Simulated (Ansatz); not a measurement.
C on the 1x1 (111) surface of fcc Cu, one in a 2x2 cell, energies for each (22.8 Å²). Energies are against an atom of graphite, without zero-point or thermal terms; each row is named by its start.

Method: PBE (plane waves to 420 eV, PAW; Ansatz, an electronic-structure program).

Q: Which site binds most strongly?
(A) hollow Cu-Cu-Cu over Cu at depth 2.1 Å
(B) top Cu
(C) hollow Cu-Cu-Cu over Cu at depth 4.1 Å

A: C, hollow Cu-Cu-Cu over Cu at depth 4.1 Å. Adsorption energies: hollow Cu-Cu-Cu over Cu at depth 4.1 Å 2.99 eV; hollow Cu-Cu-Cu over Cu at depth 2.1 Å 3.05 eV; top Cu 5.01 eV.
